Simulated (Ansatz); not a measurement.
**Fe2O3, pressure series**

Consider Fe2O3 in the corundum structure (space group R-3c, No. 167; a = 4.774 Å, c = 13.312 Å (hexagonal axes); ferromagnetic).

Cell and atoms are relaxed at each pressure.

All numbers come from PBE (Ansatz, an electronic-structure program; PAW; 420 eV plane waves; no SOC), earlier PAW set.

Candidates:
(a) pressure 15 GPa
(b) pressure 3 GPa
(c) pressure 30 GPa
(d) pressure 75 GPa
(e) pressure 100 GPa

For the base:

c/a ratio: 2.789

Question: Order them by c/a ratio, lowest first.

Answer: (b) pressure 3 GPa (2.790), (a) pressure 15 GPa (2.795), (c) pressure 30 GPa (2.802), (d) pressure 75 GPa (2.826), (e) pressure 100 GPa (2.846)

Load acts through the strain it causes; cell and atoms are relaxed under it. No phonon test of stability was made. No other phases were tried under pressure. No Hubbard U is applied and the magnetic state is the run's own (Fe2O3 ferromagnetic); other magnetic orders, which need larger cells, were not tried and can change the gap. In its common phase, real Fe2O3 is an antiferromagnetic insulator at low temperature.
